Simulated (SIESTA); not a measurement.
A short convergence ladder for HfC (Fm-3m, 2 atoms in the cell)

```yaml
crystal:
  lattice:
    - [0.00000, 2.33160, 2.33160]
    - [2.33160, 0.00000, 2.33160]
    - [2.33160, 2.33160, 0.00000]
  atoms:
    - { symbol: Hf, position: [0.00000, 0.00000, 0.00000] }
    - { symbol: C, position: [0.50000, 0.50000, 0.50000] }
```

Base method: LDA PW92, numerical atomic orbitals DZP, PseudoDojo LDA standard norm-conserving potentials (rewritten from UPF to PSML) in SIESTA.

Base settings: XC.functional = LDA; XC.authors = PW92; potentials = PseudoDojo LDA standard; PAO.BasisSize = DZP; PAO.EnergyShift = 0.01 Ry; MeshCutoff = 400 Ry; kgrid.MonkhorstPack = 6 6 6; OccupationFunction = FD; ElectronicTemperature = 1160.45 K; MaxSCFIterations = 150.

Core times come from one kind of shared machine, to one figure; runs under 30 s give none.

**The force threshold of a relaxation**

On HfC (I4mm, 2 atoms in the cell): one atom moved by 0.15 angstrom.

In this ladder: MD.TypeOfRun = Broyden; MD.Steps = 40.

The mesh stays at the base's, so the ladder's end is converged at best in this setting alone.

Only quantities that move along the ladder and can be compared are tabulated.

| MD.MaxForceTol | free energy less the last step's (meV/atom) | largest force left (eV/Å) | relaxation steps | core time / last (rough) |
|---|---|---|---|---|
| 0.2 eV/Ang | 0.23 | 0.0756 | 3 | 0.4 |
| 0.1 eV/Ang | 0.23 | 0.0756 | 3 | 0.4 |
| 0.05 eV/Ang | -0.01 | 0.0114 | 4 | 0.4 |
| 0.03 eV/Ang | -0.01 | 0.0114 | 4 | 0.4 |
| 0.02 eV/Ang | -0.01 | 0.0114 | 4 | 0.4 |
| 0.01 eV/Ang | 0.00 | 0.0089 | 12 | 0.8 |
| 0.005 eV/Ang | 0.00 | 0.0009 | 14 | 1 |
| 0.002 eV/Ang | 0.00 | 0.0009 | 14 | 1 |
| 0.001 eV/Ang | 0.00 | 0.0009 | 14 | 1 |

Coarsest MD.MaxForceTol that holds the free energy within 0.2 meV/atom of the last step, with all finer ones: 0.05 eV/Ang, at about 0.4 of the last step's time; the step before is off by 0.23 meV/atom.

Coarsest MD.MaxForceTol that holds the largest force left within 0.02 eV/Å of the last step, with all finer ones: 0.05 eV/Ang, at about 0.4 of the last step's time; the step before is off by 0.075 eV/Å.

Two neighbours can agree and both be off: 0.2 eV/Ang and 0.1 eV/Ang differ by 0.00 meV/atom in the free energy, yet lie about 0.23 meV/atom from the last step.

On the base run: the starting cell has typed, rounded lattice constants, without a prior relaxation at this level. Its lattice was rescaled by up to half a per cent. Values carry the incompleteness of an atom-centred basis. In the base run, with a pressure of about -15 GPa the cell is away from its equilibrium volume at this level.
